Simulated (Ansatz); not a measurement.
We look at the energy of the reaction as written. Reaction: cell B → cell A. A negative value means that the right-hand side lies lower.

Cell A: a sheet of composition Si2C4, 6 atoms, square cell of 4.69 Å (22.0 Å²), symmetry P4/mbm within 0.02 Å, 0.0 Å thick under 16 Å of vacuum, in-plane vectors relaxed; planes from bottom to top: Si2C4, all atoms in one plane; a model cell; spin state with PBE: run without spin, k-point mesh 8×8×1.
```
CELL_PARAMETERS angstrom
      4.69319     0.00000     0.00000
      0.00000     4.69319     0.00000
      0.00000     0.00000    16.00000
ATOMIC_POSITIONS crystal
  Si 0.00000 0.00000 0.50000
  Si 0.50000 0.50000 0.50000
  C  0.10102 0.60102 0.50000
  C  0.89898 0.39898 0.50000
  C  0.60102 0.89898 0.50000
  C  0.39898 0.10102 0.50000
```

Cell B: a sheet of composition Si2C4, 6 atoms, square cell of 4.41 Å (19.4 Å²), symmetry P-42₁m within 0.02 Å, 1.3 Å thick under 16 Å of vacuum, in-plane vectors relaxed; planes from bottom to top: C2 | Si2 | C2; a model cell; spin state with PBE: run without spin, k-point mesh 8×8×1.
```
CELL_PARAMETERS angstrom
      4.40993     0.00000     0.00000
      0.00000     4.40993     0.00000
      0.00000     0.00000    17.34000
ATOMIC_POSITIONS crystal
  Si 0.00000 0.00000 0.50000
  Si 0.50000 0.50000 0.50000
  C  0.10904 0.60904 0.53815
  C  0.89096 0.39096 0.53815
  C  0.60904 0.89096 0.46185
  C  0.39096 0.10904 0.46185
```

All numbers come from Ansatz (an electronic-structure program), plane waves with PAW, its PAW set soft_1, cutoff 420 eV, 500 eV for r2SCAN. The structures are at rest with PBE; other levels are single points on them. Neutral cells; Fermi-Dirac smearing of at most 0.05 eV in the solids, energies taken to zero width. The lattices are those relaxed with PBE, so at other levels the solids can be strained, which adds to the spread. A dispersion term (D3(BJ), or D4 for r2SCAN) was computed beside these levels and is taken off wherever the name lacks it. No zero-point or thermal terms. Cells are local rest points, mostly with their start's symmetry. The cells' k-point meshes differ in density, so the last digit is unsettled. Cell A has symmetry P4/mbm within 0.02 Å and got no random move, so less symmetric positions, which may lie lower, weren't tried. Cell B has symmetry P-42₁m within 0.02 Å and got no random move, so less symmetric positions, which may lie lower, weren't tried.

Question: Estimate the value that PBE returns for this input.

Answer: 1.91 eV, for cell B → cell A.

Question: What do the other levels give, and how wide is the spread?

Answer: 
```json
[
 {"Functional": "r2SCAN", "value (eV)": "2.07", "less PBE": "0.16"}
]
```

The levels shown span 0.16 eV, from PBE (1.91) to r2SCAN (2.07).
